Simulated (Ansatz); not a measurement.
## 1T (CdI2-type) Sc2C (cell taken from a computed entry)

Computed with LDA (Ansatz, a program for electronic structure, plane waves, PAW).

Numerical settings: plane-wave cutoff 500 eV, 18×18×8 k mesh (along the axes of the cell as run), Fermi–Dirac smearing 0.05 eV, scalar-relativistic PAW data made under PBE.

Cell (relaxed at this level):

```yaml
crystal:
  lattice:
    - [3.25204, 0.00000, 0.00000]
    - [-1.62602, 2.81635, 0.00000]
    - [0.00000, 0.00000, 5.57014]
  atoms:
    - { symbol: Sc, position: [0.66667, 0.33333, 0.71774] }
    - { symbol: Sc, position: [0.33333, 0.66667, 0.28226] }
    - { symbol: C, position: [0.00000, 0.00000, 0.50000] }
```

```
Item             Result
--------  -------------
band gap  zero (no gap)
```

Note: the relaxation could not lower the start's symmetry, so the cell can be a saddle point above a distorted one.

The computed numbers hold no vibrational or temperature effects.
